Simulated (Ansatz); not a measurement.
Migration barriers: interstitial S in rock-salt TiN, neutral cell

Consider interstitial S in rock-salt TiN, neutral cell. Computed with PBE, PAW (plane waves to 420 eV; Ansatz, a quantum-chemistry and plane-wave program).

Cell of 64 host sites held at the relaxed PBE lattice; a 2×2×2 k-point mesh shifted by half a step; Fermi-Dirac width 0.10 eV, spin-restricted; finite-size errors left in. No zero-point or tunnelling terms. Sites that were not tried may lie lower.

Barriers: single points on a 4×4×4 k-point mesh shifted by half a step at the bands' geometries (they differ from the bands' own by up to 0.15 eV, and are uncertain by about as much).

```json
[
 {"Route": "one N atom of the host carries most of the motion", "Start site over the lowest site run (eV)": "0.00", "Hop (Å)": "1.78", "Forward barrier (eV)": "0.96", "Backward barrier (eV)": "0.96", "Neighbours at the start": "S at 1.69; 3 Ti at 1.96, Ti at 2.03 Å", "Neighbours at the saddle": "S at 1.59; 2 Ti at 1.86 Å", "Saddle order": "not checked, on a symmetry element", "Forward, on the band's own sampling (eV)": "0.81"}
]
```

Paths come from climbing-image nudged elastic band runs.  A band can be held on a symmetry element, so unchecked saddle points there may be too high.

The whole set of runs took very roughly 7 core-hours.
